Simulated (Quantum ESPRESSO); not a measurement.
Troubleshooting Quantum ESPRESSO: a failed run on CuAs2 (I4/mcm, 6 atoms in the cell). The aim is a self-consistent single point with DFT, LDA (PZ), plane waves, PSlibrary PAW (LDA) pseudopotentials.

Cell that was meant: a = 5.0134 Å, b = 5.0134 Å, c = 5.0134 Å, α = 117.54°, β = 74.41°, γ = 74.41°.

Part of the input:

```fortran
  A = 6.0627420000
  C = 5.1982380000
  nat = 6
  ntyp = 1
  ecutwfc = 55
  ecutrho = 330
  occupations = 'smearing'
```

Output (repeated stretches shortened):

```
     This program is part of the open-source Quantum ESPRESSO suite
     for quantum simulation of materials; please cite

Warning: card AS    74.9216  AS.PZ-N-KJPAW_PSL.1.0.0.UPF ignored

 %%%%%%%%%%%%%%%%%%%%%%%%%%%%%%%%%%%%%%%%%%%%%%%%%%%%%%%%%%%%%%%%%%%%%%%%%%%%%%
     Error in routine read_cards (3):
     species As in ATOMIC_POSITIONS is nonexistent
 %%%%%%%%%%%%%%%%%%%%%%%%%%%%%%%%%%%%%%%%%%%%%%%%%%%%%%%%%%%%%%%%%%%%%%%%%%%%%%

     stopping ...
```

Question: From the messages shown, name the fault and mend the input.

Answer: The fault is a species count that does not match the list of species. The number of species decides how many lines of the species card are read. To fix it, make the count match the list. The program stopped before any SCF iteration.

The sound input it was made from differs as follows (other fixes are possible):
```diff
-  ntyp = 1
+  ntyp = 2
```

With that input, the run converged in 10 iterations: free energy E − TS -14899.6800 eV; Fermi level (on the code's own zero) 10.37 eV; pressure -1.16 GPa; largest force (vector length) 0.021 eV/Å (DFT, LDA (PZ), plane waves, PSlibrary PAW (LDA) pseudopotentials).

On the sound input: the starting cell comes from a database of computed structures (which also holds hypothetical and non-ambient phases and stackings), without a prior relaxation at this level. Its lattice was rescaled by a random factor within 2.5 % of one. Spin polarisation is off. The run gives no clean gap (levels at the Fermi energy touch, overlap or are partly filled at this smearing), which alone does not show that the compound is a metal.
